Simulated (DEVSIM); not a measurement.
Device: W/Si3N4/n-Si capacitor, at 400 K.

```tsv
layer (left to right)	material	thickness (nm)	Nd (cm⁻³)
1	Si3N4	1.70	-
2	Si	5200	1.2e16
```

Metal gate on the left, work function 4.6 eV. Fixed charge at the semiconductor interface 4.4e11 cm⁻² (in units of +e); no interface traps.

The device is made up for the run: typed textbook-type constants, with dimensions and the other settings drawn at random. Values at 300 K; Nc and Nv go as T^1.5, mobilities as T to minus their exponent, the gap by Varshni's rule with the affinity fixed.

```
parameter         Si3N4        Si
----------------  -----  --------
gap (eV)            5.1     1.124
affinity (eV)       2.1      4.05
permittivity        7.5      11.7
Nc (cm⁻³)             -   2.86e19
Nv (cm⁻³)             -    3.1e19
Varshni α (eV/K)      -  0.000473
Varshni β (K)         -       636
```

DEVSIM, 1D Poisson equation in equilibrium, Boltzmann statistics, complete ionisation; no quantum confinement or tunnelling. Metal contacts follow the ideal Schottky-Mott rule: no Fermi-level pinning, no interface dipoles.

**Question.** Tabulate band edges, carrier densities and field at -0.2 V on the gate.

**Answer.** Energies count from the Fermi level of the right contact; mesh points crowd at the junctions.

| x (μm) | Ec (eV) | Ev (eV) | n (cm⁻³) | p (cm⁻³) | field (V/cm) |
|---|---|---|---|---|---|
| 0.000 | 2.700 | -2.400 | < 1e2 | < 1e2 | -170000 |
| 0.0007604 | 2.687 | -2.413 | < 1e2 | < 1e2 | -170000 |
| 0.001427 | 2.676 | -2.424 | < 1e2 | < 1e2 | -170000 |
| 0.002404 | 0.719 | -0.378 | 3.9e10 | 8.4e14 | -39000 |
| 0.005694 | 0.706 | -0.390 | 5.6e10 | 5.8e14 | -38000 |
| 0.01140 | 0.685 | -0.412 | 1.0e11 | 3.1e14 | -37000 |
| 0.02343 | 0.642 | -0.455 | 3.6e11 | 8.9e13 | -35000 |
| 0.06170 | 0.523 | -0.574 | 1.1e13 | 2.8e12 | -28000 |
| 0.1294 | 0.378 | -0.719 | 7.7e14 | 4.2e10 | -15000 |
| 0.2816 | 0.287 | -0.809 | 1.1e16 | 3.0e9 | -980 |
| 0.5928 | 0.283 | -0.814 | 1.2e16 | 2.7e9 | ≈ 0 |
| 1.583 | 0.283 | -0.814 | 1.2e16 | 2.7e9 | ≈ 0 |
| 3.151 | 0.283 | -0.814 | 1.2e16 | 2.7e9 | ≈ 0 |
| 4.229 | 0.283 | -0.814 | 1.2e16 | 2.7e9 | ≈ 0 |
| 4.851 | 0.283 | -0.814 | 1.2e16 | 2.7e9 | ≈ 0 |
| 5.036 | 0.283 | -0.814 | 1.2e16 | 2.7e9 | ≈ 0 |
| 5.123 | 0.283 | -0.814 | 1.2e16 | 2.7e9 | ≈ 0 |
| 5.165 | 0.283 | -0.814 | 1.2e16 | 2.7e9 | ≈ 0 |
| 5.189 | 0.283 | -0.814 | 1.2e16 | 2.7e9 | ≈ 0 |
| 5.196 | 0.283 | -0.814 | 1.2e16 | 2.7e9 | ≈ 0 |
| 5.200 | 0.283 | -0.814 | 1.2e16 | 2.7e9 | ≈ 0 |
| 5.202 | 0.283 | -0.814 | 1.2e16 | 2.7e9 | ≈ 0 |
